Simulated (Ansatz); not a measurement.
## Response to strain in Rh3Si2

Consider Rh3Si2 (space group P-3m1, No. 164; a = 3.958 Å, c = 5.036 Å; a cell from a computed database, its experimental status unchecked). Axes: x lies along a and z along c of the hexagonal cell.

Strains are applied to the cell and any free atomic positions relax.

All numbers come from PBEsol (Ansatz, a program for electronic structure, PAW, no spin-orbit coupling), earlier PAW set.

Candidates:
(a) strain tensor (xx, yy, zz, yz, xz, xy) = (−0.03, +1.15, +2.49, +1.52, −0.64, +0.69) %
(b) tensor shear ε_xy = −2.89 %
(c) uniaxial strain ε_zz = −0.61 %
(d) isotropic strain +2.83 %

Notes on the quantities. energy relative to the base: free energy F.

Question: Order them by energy relative to the base, highest first.

Answer: (d) isotropic strain +2.83 % (+64 meV/atom), (a) strain tensor (xx, yy, zz, yz, xz, xy) = (−0.03, +1.15, +2.49, +1.52, −0.64, +0.69) % (+17 meV/atom), (b) tensor shear ε_xy = −2.89 % (+15 meV/atom), (c) uniaxial strain ε_zz = −0.61 % (+0.5 meV/atom)

Without a gap, meshes like the base's 14×14×9 leave anisotropic stresses uncertain by several tenths of a GPa, and small strain energies with them. No phonon test of stability was made. All final runs are without spin polarisation. An odd electron count without spin: Rh3Si2.
